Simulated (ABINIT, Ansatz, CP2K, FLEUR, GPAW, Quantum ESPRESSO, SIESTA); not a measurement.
## Code comparison for BaMg6W (P4/mmm, 8 atoms in the cell)

Self-consistent single point.

```
CELL_PARAMETERS angstrom
      6.66290     0.00000     0.00000
      0.00000     6.66290     0.00000
      0.00000     0.00000     4.35240
ATOMIC_POSITIONS crystal
  Ba 0.00000 0.00000 0.50000
  Mg 0.00000 0.50000 0.50000
  Mg 0.50000 0.00000 0.50000
  Mg 0.71138 0.28862 0.00000
  Mg 0.28862 0.71138 0.00000
  Mg 0.71138 0.71138 0.00000
  Mg 0.28862 0.28862 0.00000
  W  0.50000 0.50000 0.50000
```

All programs got the same cell, k-point mesh and kind of occupations (in Ansatz's words: kpoints.mp_grid.grid = 3 3 5; scf.occupations.method = fermi_dirac; scf.occupations.width = 0.1 eV); potentials, basis and cutoffs are each program's usual ones.

```
code                                                                                                                                 model  pressure (GPa)  largest force (eV/Å)  k-points           cutoff
----------------  ------------------------------------------------------------------------------------------------------------------------  --------------  --------------------  --------  ---------------
Ansatz                                                                                                 LDA (PW92), PAW files made with PBE           -2.67                 0.076         9           420 eV
FLEUR                                                         LDA (Perdew-Zunger), all-electron FLAPW (FLEUR), scalar-relativistic valence               –                 0.066         9  Kmax 4.1 1/bohr
Quantum ESPRESSO                                                                       LDA (PZ), GBRV 1.5 ultrasoft (LDA) pseudopotentials           -2.96                 0.076         9            40 Ry
CP2K                                                  LDA (Pade form), GPW, DZVP-MOLOPT-SR-GTH basis, GTH-PADE potentials (GTH_POTENTIALS)           -1.26                 0.192        23     grid 1000 Ry
SIESTA            LDA PW92, numerical atomic orbitals TZP, PseudoDojo LDA standard norm-conserving potentials (rewritten from UPF to PSML)            0.95                 0.220        23      grid 400 Ry
ABINIT                                                     LDA (PW92), norm-conserving pseudopotentials (PseudoDojo nc-sr-04 LDA standard)           -2.64                 0.071         9            42 Ha
GPAW                                                                         LDA (Perdew-Wang 92), GPAW PAW datasets LDA (gpaw-data 1.0.1)           -2.62                 0.077         9           800 eV
```

A dash marks a value that a program does not give, or that is left out as unsure.

The spread over the programs that give each value: pressure within 3.91 GPa; largest force within 0.154 eV/Å.

The starting cell comes from a database of computed structures (which also holds hypothetical and non-ambient phases and stackings), without a prior relaxation at this level. Its lattice was rescaled by a random factor within 2.5 % of one. On Ansatz's run: Spin-orbit coupling is off. Spin polarisation is off.

Task: Why do the programs differ, and what cannot be compared?

Result: Differences of this kind can come from the potentials, where these differ, and from what each basis and cutoff leave unconverged. The zero of total energies and Fermi levels follows the potentials and each program's conventions, so they are not compared here. CP2K and SIESTA use small atom-centred bases, whose incompleteness enters pressures, forces and empty levels differently from a plane-wave cutoff. FLEUR treats all electrons, but the usual bases taken here (sphere radii, linearisation, local orbitals, empty states) were not tested for convergence, so the values are no reference for the others. Ansatz's pressure is given at a fixed set of plane waves, as the other plane-wave codes print theirs. The same LDA comes in different parametrisations, which differ slightly. The programs reduce the same mesh by symmetry to different extents, which changes the work and not the result. In the pressure, CP2K (by 1.39) and SIESTA (by 3.61) lie more than 1 GPa from the median of the plane-wave programs. In the force vectors, CP2K (by 0.116) and SIESTA (by 0.144) lie more than 0.08 eV/Å from the median of the plane-wave programs.

Left out of this page: Elk (not drawn, or without a comparable value).

Ansatz is a quantum-chemistry and plane-wave program.

Keys are those of Ansatz 0.2.
